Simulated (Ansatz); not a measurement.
Cu3Ga (Pm-3m), PBEsol, DFPT electron-phonon coupling, linearised Boltzmann equation in Ansatz (an electronic-structure program): phonon-limited resistivity 4.59 μΩ·cm at 300 K, current-weighted mean free path 16.9 nm, Drude plasma energy 8.58 eV.

What Drude relaxation time do resistivity and plasma energy imply?

ω_p = 1.30e16 s⁻¹, so τ = 1/(ε₀ ω_p² ρ) = 14.5 fs, a damping ħ/τ of 45.5 meV.

Estimate the resistivity of a 40 nm square wire with diffuse walls from ρ ≈ ρ₀(1 + 3ℓ/4d).

1 + 0.75 × 16.9/40 = 1.32, so ρ ≈ 6.04 μΩ·cm and a line 1 μm long has 37.8 Ω. The formula is the free-electron limit for d well above ℓ; grain boundaries add to it.

What is the classical skin depth at 10 GHz (nonmagnetic, μ₀ = 1.257×10⁻⁶ H/m)?

δ = √(ρ/(π f μ₀)) = 1080 nm.

A metal at this level (no band gap). Only scattering by harmonic phonons is included (no impurities, grain boundaries, electron-electron scattering or thermal expansion). Spin-orbit coupling is left out. The run warned that the eigensolver left some states short of its tolerance. Halving the electron mesh (24x24x24) moves the resistivity by up to 9 % at 300 K, the mean free path by up to 4 %. Smearing 0.20 eV; phonons on a 4x4x4 q mesh, which this run doesn't test.

Computed structure with no diffraction record at hand here (it may be known, metastable or hypothetical): Cu3Ga (Pm-3m).
